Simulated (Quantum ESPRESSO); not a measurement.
Quantum ESPRESSO 7.5, DFT, PBE, plane waves, SSSP 1.1.2 efficiency PBE: bcc Mo, atoms displaced (Mo12), 12 atoms. Basis and mesh were picked for this test and aren't claimed converged.

```yaml
cell: 8.18, 5.45, 5.45 Å; 109.5, 109.5, 109.5°
distance_to_the_nearest_atom: 2.51 to 2.70 Å
task: scf
k mesh: 2×3×3
ecutwfc: 45 Ry
ecutrho: 360 Ry
occupations: smearing
smearing: mv
degauss: 0.02 Ry
conv_thr: 1.2e-08 Ry
tprnfor: true
tstress: false
k-point pools (-nk): 4
diagonalization: david (default)
k-points computed: 10
bands: 101
electrons: 168
G-vectors of the density: 145623
FFT grid: 96×64×64
```

One run each.

All on 8 ranks. Base settings, kept where nothing else is said: mixing_mode = plain (default), mixing_beta = 0.7 (default), mixing_ndim = 8 (default). The settings tried:
- the base settings
- mixing_mode = local-TF
- mixing_mode = local-TF, mixing_beta = 0.4
- mixing_beta = 0.2
- mixing_ndim = 16
- mixing_ndim = 4
- mixing_mode = TF, mixing_beta = 0.1
- mixing_mode = local-TF, mixing_beta = 0.2
- mixing_mode = local-TF, mixing_beta = 0.1
- mixing_ndim = 2
- mixing_beta = 0.4
- mixing_mode = TF, mixing_beta = 0.4
- mixing_mode = TF
- mixing_mode = TF, mixing_beta = 0.2
- mixing_beta = 1
- mixing_beta = 0.1
- mixing_mode = TF, mixing_beta = 1

**Question.** Predict which of these converge in the fewest SCF iterations.

**Answer.** Fewest SCF iterations, with those close behind: mixing_mode = TF (11); mixing_mode = local-TF, mixing_beta = 0.4 (11); mixing_mode = local-TF (11); mixing_mode = TF, mixing_beta = 1 (12); mixing_mode = TF, mixing_beta = 0.4 (13). Most among those that reach the base run's result: mixing_ndim = 4 (28); mixing_beta = 1 (28). No count from: mixing_ndim = 2 (unfinished when stopped at the time that we allowed, after 67 SCF iterations). All the others converged.

```json
[
 {"setting": "mixing_mode = TF", "SCF iterations": "11", "end": "converged"},
 {"setting": "mixing_mode = local-TF, mixing_beta = 0.4", "SCF iterations": "11", "end": "converged"},
 {"setting": "mixing_mode = local-TF", "SCF iterations": "11", "end": "converged"},
 {"setting": "mixing_mode = TF, mixing_beta = 1", "SCF iterations": "12", "end": "converged"},
 {"setting": "mixing_mode = TF, mixing_beta = 0.4", "SCF iterations": "13", "end": "converged"},
 {"setting": "mixing_beta = 0.2", "SCF iterations": "15", "end": "converged"},
 {"setting": "mixing_mode = TF, mixing_beta = 0.2", "SCF iterations": "15", "end": "converged"},
 {"setting": "mixing_beta = 0.4", "SCF iterations": "17", "end": "converged"},
 {"setting": "mixing_mode = local-TF, mixing_beta = 0.1", "SCF iterations": "18", "end": "converged"},
 {"setting": "mixing_ndim = 16", "SCF iterations": "18", "end": "converged"},
 {"setting": "mixing_beta = 0.1", "SCF iterations": "19", "end": "converged"},
 {"setting": "the base settings", "SCF iterations": "20", "end": "converged"},
 {"setting": "mixing_mode = TF, mixing_beta = 0.1", "SCF iterations": "22", "end": "converged"},
 {"setting": "mixing_mode = local-TF, mixing_beta = 0.2", "SCF iterations": "22", "end": "converged"},
 {"setting": "mixing_beta = 1", "SCF iterations": "28", "end": "converged"},
 {"setting": "mixing_ndim = 4", "SCF iterations": "28", "end": "converged"}
]
```
